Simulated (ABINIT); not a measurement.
Input and output of a relaxation of cell and atoms for Ta (Im-3m, 1 atom in the cell) (ABINIT).

Method: PBE, norm-conserving pseudopotentials (PseudoDojo nc-sr-05 PBE standard) (plane waves; ABINIT 10.0.3).

Input as run:

```
# Ta, PseudoDojo nc-sr-05 PBE standard
pp_dirpath "./"
pseudos "Ta.upf"
acell 2.8578838325 2.8578838325 2.8578838325 Angstrom
rprim
        -0.5773502692    0.5773502692    0.5773502692
         0.5773502692   -0.5773502692    0.5773502692
         0.5773502692    0.5773502692   -0.5773502692
natom 1
ntypat 1
znucl 73
typat 1
xred    0.0000000000    0.0000000000    0.0000000000
ecut 58 Ry
occopt 3
tsmear 0.05 eV
nband 12
kptopt 1
ngkpt 14 14 14
nshiftk 1
shiftk 0 0 0
nstep 100
tolvrs 1.0e-11
ionmov 2
ntime 40
tolmxf 5.0e-05
optcell 2
dilatmx 1.08
ecutsm 0.5
prtwf 0
prtden 0
enunit 1
```

Output, abridged:

```
--- !BeginCycle
solver: {iscf: 7, nstep: 100, nline: 4, wfoptalg: 0, }
tolerances: {tolvrs: 1.00E-11, }
...

     iter   Etot(hartree)      deltaE(h)  residm     vres2
 ETOT  1  -65.084990370128    -6.508E+01 1.608E-01 1.902E+01
 ETOT  2  -65.103588224987    -1.860E-02 9.085E-03 1.443E+00
 ETOT  3  -65.103872649801    -2.844E-04 2.841E-03 2.155E-03
 ETOT  4  -65.103873102294    -4.525E-07 3.095E-03 1.166E-05
 ETOT  5  -65.103873104415    -2.121E-09 2.057E-03 3.147E-08
 ETOT  6  -65.103873104420    -5.130E-12 1.197E-03 1.254E-10
 ETOT  7  -65.103873104419     9.521E-13 1.378E-03 2.218E-12
 At SCF step    7       vres2   =  2.22E-12 < tolvrs=  1.00E-11 =>converged.

 Cartesian components of stress tensor (hartree/bohr^3)
  sigma(1 1)= -1.19745825E-04  sigma(3 2)=  0.00000000E+00
  sigma(2 2)= -1.19745825E-04  sigma(3 1)=  0.00000000E+00
  sigma(3 3)= -1.19745825E-04  sigma(2 1)=  0.00000000E+00

---OUTPUT-----------------------------------------------------------------------

 Cartesian coordinates (xcart) [bohr]
  0.00000000000000E+00  0.00000000000000E+00  0.00000000000000E+00
 Reduced coordinates (xred)
  0.00000000000000E+00  0.00000000000000E+00  0.00000000000000E+00
 Cartesian forces (fcart) [Ha/bohr]; max,rms= 0.00000E+00 0.00000E+00 (free atoms)
 -0.00000000000000E+00 -0.00000000000000E+00 -0.00000000000000E+00
 Gradient of E wrt nuclear positions in reduced coordinates (gred)
   [... lines left out ...]
 At Broyd/MD step   4, gradients are converged :
 Fermi (or HOMO) energy (eV) =  13.36863   Average Vxc (eV)= -13.01668
   [... lines left out ...]
total_energy        : -6.51039950455037E+01
total_energy_eV     : -1.77156980000274E+03
band_energy         : -6.33464872319100E+00
...

-Cartesian components of stress tensor (GPa)         [Pressure=  1.7284E-04 GPa]
- sigma(1 1)= -1.72842636E-04  sigma(3 2)=  0.00000000E+00
- sigma(2 2)= -1.72842636E-04  sigma(3 1)=  0.00000000E+00
- sigma(3 3)= -1.72842636E-04  sigma(2 1)=  0.00000000E+00

 Calculation completed.
```

The run converged. 

Summary of the result:
```
Quantity                                                                 Result
------------------------------------  -----------------------------------------
Free energy E − TS                                                  -1771.57 eV
Fermi level (on the code's own zero)                                   13.37 eV
Pressure                                                               0.00 GPa
Final cell                            a = b = c = 2.8740 Å, α = β = γ = 109.47°
Final volume per atom                                                  18.27 Å³
Relaxation steps                                                              4
```

The starting cell has typed, rounded lattice constants, without a prior relaxation at this level. Spin polarisation is off. The relaxation keeps the symmetry of its start, so its end need not be a minimum.

Cost on one core of a shared machine: roughly 90 s.
